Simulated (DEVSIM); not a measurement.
System: Schottky contact on n-type β-Ga2O3, at 300 K.

Layer 1 from the left is β-Ga2O3, thickness (μm) 11.0, Nd (cm⁻³) 6.2e15, τn (s) 7.4e-8, τp (s) 7.4e-8. Layer 2 from the left is β-Ga2O3, thickness (μm) 1.40, Nd (cm⁻³) 1.4e18, τn (s) 7.4e-8, τp (s) 7.4e-8.

Left contact: Schottky, work function 4.95 eV, emission velocity 8.2e6 cm/s. Right contact: ohmic. Voltage is applied to the left contact. Recombination: SRH at mid-gap. Mobility is μmin + (μ − μmin)/(1 + (N/Nref)^α).

This is a model device: material constants are rounded textbook-type values typed into the input, and sizes, dopings and lifetimes were drawn at random. Values at 300 K.

β-Ga2O3: gap (eV) 4.8, affinity (eV) 4, permittivity 10, Nc (cm⁻³) 3.7e18, Nv (cm⁻³) 5e20, μn (cm²/Vs) 160, μp (cm²/Vs) 1, μn,min 20, μp,min 0.1, Nref,n 1e18, Nref,p 1e18, αn 0.8, αp 0.8.

Model (solved in DEVSIM): 1D drift-diffusion, Boltzmann statistics, complete ionisation; no tunnelling, impact ionisation, image-force lowering or self-heating. Metal contacts follow the ideal Schottky-Mott rule: no Fermi-level pinning, no interface dipoles.

Dark forward current:

| |V| (V) | |J| (A/cm²) |
|---|---|
| 0.05 | 1.356e-9 |
| 0.10 | 1.051e-8 |
| 0.15 | 7.224e-8 |
| 0.20 | 4.878e-7 |
| 0.25 | 3.276e-6 |
| 0.30 | 2.190e-5 |
| 0.35 | 0.0001457 |
| 0.40 | 0.0009626 |
| 0.45 | 0.006295 |
| 0.50 | 0.04032 |
| 0.55 | 0.2426 |
| 0.60 | 1.178 |
| 0.65 | 3.717 |
| 0.70 | 7.827 |
| 0.75 | 12.91 |
| 0.80 | 18.55 |
| 0.85 | 24.52 |
| 0.90 | 30.73 |
| 0.95 | 37.08 |
| 1.00 | 43.56 |
| 1.05 | 50.11 |
| 1.10 | 56.74 |
| 1.15 | 63.43 |
| 1.20 | 70.16 |
| 1.25 | 76.92 |
| 1.30 | 83.72 |

Q: Work out the local ideality factor n = ΔV / (kT/q · ln(J2/J1)) between the rows 0.15 and 0.20 V, 1.25 and 1.30 V.

A: kT/q = 25.85 mV. From 0.15 to 0.20 V: ln(4.878e-7/7.224e-8) = 1.910, n = 1.01, near the 1 of diffusion or emission over a barrier. From 1.25 to 1.30 V: ln(83.72/76.92) = 0.085, n = 22.83; the layers' resistance at their doping, Σ W/(qμN) = 0.0070 Ω cm², would take 48 mV of this step of 50 mV.

Q: Estimate the current at 0.30 V for emission alone, J0 = q v N_band exp(−φB/kT), and read the barrier back from the simulated current.

A: φB = 0.950 eV, N_band = 3.70e18 cm⁻³, J0 = 5.32e-10 A/cm²; J = J0 (exp(qV/kT) − 1) = 5.84e-5 A/cm². The simulation gives 2.19e-5 A/cm²; the estimate lies 170 % above. Read backwards, the simulated current gives an apparent barrier of 0.975 eV. The estimate leaves out transport through the depletion region and minority injection.
